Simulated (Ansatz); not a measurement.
Base system: CdSe in the zinc blende structure (space group F-43m, No. 216; a = 6.082 Å).

All numbers come from Ansatz (an electronic-structure program), PBEsol, PAW, cutoff 420 eV, no SOC.

Before the change:

Electron mass: 0.049 mₑ (at Γ)
Gap character: direct at Γ
Pressure: 0.0 kbar

The change: an isotropic linear strain of +1.50 %; the atoms relax in the strained cell.

Question: What does the calculation give for the electron mass, gap character, pressure and mean gap deformation potential ΔEg/Δln V after the change?

Answer: The electron mass becomes 0.042 mₑ (at Γ) (base: 0.049 mₑ (at Γ)); the gap character stays direct at Γ; the pressure goes from zero to -20.9 kbar; the mean gap deformation potential ΔEg/Δln V is -1.9 eV.

Effective masses come from finite differences of ±0.01 Å⁻¹. No phonon test of stability was made.
